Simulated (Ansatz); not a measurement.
## Be in the hcp (Mg type) structure (space group P6_3/mmc, No. 194)

```yaml
crystal:
  lattice:
    - [2.26472, 0.00000, 0.00000]
    - [-1.13236, 1.96131, 0.00000]
    - [0.00000, 0.00000, 3.56124]
  atoms:
    - { symbol: Be, position: [0.66667, 0.33333, 0.75000] }
    - { symbol: Be, position: [0.33333, 0.66667, 0.25000] }
```

Computed with PBE/PAW in Ansatz (a quantum-chemistry and plane-wave program), no SOC. Γ-centred 23×23×13 mesh, Fermi–Dirac width 0.05 eV.

| Quantity | Result |
|---|---|
| Volume per atom | 7.91 Å³ |
| Density | 1.89 g/cm³ |
| Band gap | zero |
| Total energy | -92.765 eV/atom (σ→0; compares only within this code and set-up) |

No phonon test of stability was made.
